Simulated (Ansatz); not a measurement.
Consider the following.

Host crystal: monoclinic HfO2, with a band gap (PBE, scalar-relativistic without spin-orbit coupling).

End structure of Ge on a Hf site (surface) in a 2x1 cell of the 1x1 (100) surface of monoclinic HfO2 (cut with top plane 2 O):

```
CELL_PARAMETERS angstrom
     10.42402     0.00000     0.00000
      0.00000     5.35246     0.00000
      0.00000     0.00000    28.50000
ATOMIC_POSITIONS crystal
  O  0.09314 0.86339 0.33630
  O  0.59314 0.86339 0.33630
  O  0.15686 0.36339 0.33630
  O  0.65686 0.36339 0.33630
  Hf 0.03598 0.16129 0.37298
  Hf 0.53670 0.16039 0.37257
  Hf 0.21305 0.66039 0.37286
  Hf 0.71399 0.65984 0.37300
  O  0.36947 0.89957 0.39934
  O  0.86976 0.89860 0.40096
  O  0.38074 0.39894 0.39839
  O  0.87981 0.39947 0.40031
  O  0.12107 0.44351 0.42392
  O  0.62222 0.43977 0.42368
  O  0.12769 0.94191 0.42374
  O  0.62819 0.94113 0.42356
  Hf 0.27742 0.17427 0.44975
  Hf 0.77591 0.17530 0.45153
  Hf 0.47421 0.67502 0.45004
  Hf 0.97369 0.67937 0.45227
  O  0.33632 0.49434 0.48592
  O  0.83708 0.49740 0.48925
  O  0.41204 0.99369 0.48804
  O  0.91433 0.00314 0.48911
  O  0.08744 0.69840 0.51446
  O  0.59024 0.67878 0.51078
  O  0.16206 0.18988 0.51086
  O  0.66128 0.17566 0.51303
  Hf 0.02838 0.02472 0.55077
  Hf 0.52272 0.98653 0.54988
  Hf 0.22370 0.50594 0.54773
  Hf 0.72121 0.49599 0.54995
  O  0.38841 0.67741 0.57111
  O  0.87325 0.73221 0.57873
  O  0.36576 0.19013 0.57947
  O  0.86824 0.22854 0.57826
  O  0.10164 0.33457 0.59565
  O  0.60890 0.26744 0.60044
  O  0.15676 0.84701 0.60266
  O  0.62860 0.76472 0.60159
  Ge 0.28994 0.01920 0.63021
  Hf 0.77910 0.00690 0.62776
  Hf 0.45374 0.49585 0.62655
  Hf 0.95104 0.51120 0.63143
  O  0.31605 0.30106 0.66273
  O  0.82517 0.31326 0.66507
  O  0.39384 0.80906 0.65964
  O  0.90274 0.81885 0.66608
```

Set-up: 48 atoms, 9.3 Å thick at the start (thin: gaps and levels are the slab's own); mesh 2x4x1; 0.01 eV smearing; dipole correction on; 4 atoms held, the rest relaxed; no symmetry held; no spin, no spin-orbit, no U.

Task: Give the highest filled level below the top vacuum level at the level PBE (Ansatz, a program for electronic structure).

Result: 7.04 eV

Task: Predict the formation energy against germanium, hcp Hf from PBE.

Result: 5.72 eV

Task: Give the change of the step from the bottom to the top vacuum level, against the clean slab at the level PBE.

Result: -0.18 eV

Task: Predict the gap of the slab on its k-mesh from PBE.

Result: 3.27 eV
